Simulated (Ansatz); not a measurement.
Si (diamond structure), cut as (111) films, ended by OH: gap against thickness

Computed with PBE (plane waves to 420 eV, PAW; Ansatz, a first-principles code).

Model cells with vacuum, atoms relaxed in the symmetry of the start, in-plane lattice held; no spin polarisation, no spin-orbit coupling. t is the distance of the outer layers as cut. All 5 runs at hand. Cells whose bonds changed on relaxing and films under three layers or without a resolved gap are not counted.

```
cell      t (Å)  Kohn-Sham gap (eV)   fit  residual
--------  -----  ------------------  ----  --------
Si8O2H2   10.26                0.80  0.80      0.00
Si10O2H2  13.42                0.75  0.75      0.00
Si12O2H2  16.58                0.73  0.73      0.00
Si16O2H2  22.90                0.69  0.69      0.00
```

Least squares on these 4 rows with a + b/t gives a = 0.6045, b = 2.001; the standard error (residuals over rows less coefficients) is 0.004 eV. It is the least of the forms tried; the others: a + b/t^1.5, 0.006 eV; a + b/t^2, 0.008 eV.

Problem. One run of the series is withheld: Si28O2H2, t (Å) 41.84. What does the fit predict for it, and what does the run give?

Solution. The fit gives 0.65 eV; the run gives 0.62 eV. The fit is high by 0.03 eV, about 7 times its standard error. The row lies beyond the fitted range.
